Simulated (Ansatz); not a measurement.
# CdS, pressure series

Base system: CdS in the wurtzite structure (space group P6_3mc, No. 186).

```
CdS
1.0
    4.19659     0.00000     0.00000
   -2.09830     3.63436     0.00000
    0.00000     0.00000     6.83017
Cd S
2 2
Direct
  0.33333   0.66667   0.99917
  0.66667   0.33333   0.49917
  0.33333   0.66667   0.37563
  0.66667   0.33333   0.87563
```

Cell and atoms are relaxed at each pressure.

All numbers come from DFT with PBE, PAW potentials and a 420 eV plane-wave cutoff in Ansatz (a quantum-chemistry and plane-wave program), spin-orbit coupling left out, earlier PAW set.

Candidates:
(a) pressure 1.8 GPa
(b) pressure −1 GPa
(c) pressure 18 GPa
(d) pressure 9 GPa

Before the change:

| Quantity | Value |
|---|---|
| Band gap | 1.11 eV |

Question: Order them by band gap, highest first.

Answer: (c) pressure 18 GPa (1.53 eV), (d) pressure 9 GPa (1.39 eV), (a) pressure 1.8 GPa (1.18 eV), (b) pressure −1 GPa (1.06 eV)

Load acts through the strain it causes; cell and atoms are relaxed under it. No phonon test of stability was made. Measured, CdS leaves this structure (for rock salt) near 2.54 GPa (temperature not stated; as listed in Datta, Sujoy, Jana, Debnarayan, arXiv (2020)), on rising pressure, with hysteresis.
